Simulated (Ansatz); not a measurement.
ZnS under load (space group P6_3mc), Ansatz (a program for electronic structure) with r2SCAN with spin-orbit coupling, rigid bands. Condition of this run: uniaxial stress along c of 4 GPa (compression positive) (the target of the relaxation). Band gap 2.93 eV, N_c = 2.49e18 cm⁻³ and N_v = 1.92e19 cm⁻³ at 300 K, conductivity masses along z (a = (3.81, 0.00, 0.00) Å; b = (-1.91, 3.30, 0.00) Å; c = (0.00, 0.00, 6.01) Å) of 0.212 mₑ (electrons) and 0.375 mₑ (holes). Take k_BT = 0.02585 eV.

Task: What thermal injection velocity √(2k_BT/πm) limits a ballistic channel along the direction named?

Result: 1.17e7 cm/s for electrons and 8.79e6 cm/s for holes, a ratio of √(m_h/m_e) = 1.33, for dilute carriers.

Task: Find the intrinsic carrier density and the intrinsic Fermi level.

Result: n_i = √(N_c N_v) exp(−E_g/2k_BT) = 6.91e18 × exp(−56.67) = 1.7e-6 cm⁻³. The level lies (k_BT/2) ln(N_v/N_c) = 26 meV from mid-gap (positive towards the conduction band). Each 0.1 eV added to the gap lowers n_i by a factor of 6.9.

Rigid bands with the computed gap; masses take one relaxation time for all states. Geometry: cell and atoms relaxed with PBEsol.
